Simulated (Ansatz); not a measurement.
The starting structures come from a database of crystals and need not be the phases stable at ambient conditions.

By LDA, the system below comes out a metal.

Without scattering a metal conducts by its projected Fermi surface.

Input:

```yaml
crystal:
  lattice:
    - [3.97279, 0.00000, 0.00000]
    - [0.00000, 4.97647, 0.00000]
    - [0.00000, -2.48824, 4.30975]
  atoms:
    - { symbol: Co, position: [0.25000, 0.33495, 0.16748] }
    - { symbol: Co, position: [0.75000, 0.66505, 0.83252] }
    - { symbol: Co, position: [0.75000, 0.16747, 0.83252] }
    - { symbol: Co, position: [0.25000, 0.83252, 0.16748] }
    - { symbol: Co, position: [0.25000, 0.83252, 0.66505] }
    - { symbol: Co, position: [0.75000, 0.16747, 0.33495] }
    - { symbol: Si, position: [0.25000, 0.33333, 0.66667] }
    - { symbol: Si, position: [0.75000, 0.66667, 0.33333] }
```

Space group of this cell: P6_3/mmc. The cell is taken as given; by LDA its mean pressure is -19.5 GPa.

The current flows along the normal of the first two printed cell vectors, the (100) plane of the conventional cell. No spin-orbit coupling; the value is a mean over 0.1 eV about the Fermi level.

Question: Compute, with LDA in Ansatz (a quantum-chemistry and plane-wave program), the ballistic conductance per area.

Answer: 0.47 × 10¹⁵ S/m² for both spins.
